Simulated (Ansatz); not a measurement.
The reference is C (space group P4_32_12, No. 96; a = 3.8019 Å, c = 4.6811 Å; a hypothetical phase, not in the database extracts checked).

(Cell as relaxed with PBE.)

Levels (all Ansatz, a program for electronic structure, PAW): PBE (420 eV, no spin-orbit coupling); PBEsol (420 eV, spin-orbit coupling left out).

Each level relaxes its own structure.

```tsv
quantity	PBE	PBEsol
volume per atom	5.64 Å³	5.54 Å³
lattice parameter a	3.802 Å	3.783 Å
lattice parameter c	4.681 Å	4.648 Å
```

PBE's volume per atom lies 0.10 Å³ above PBEsol's (1.7 %); PBE's lattice parameter a lies 0.019 Å above PBEsol's (0.5 %); PBE's lattice parameter c lies 0.033 Å above PBEsol's (0.7 %). Neither level is exact; PBEsol is the comparison here, not a measurement.

Stability against distortions was not tested.
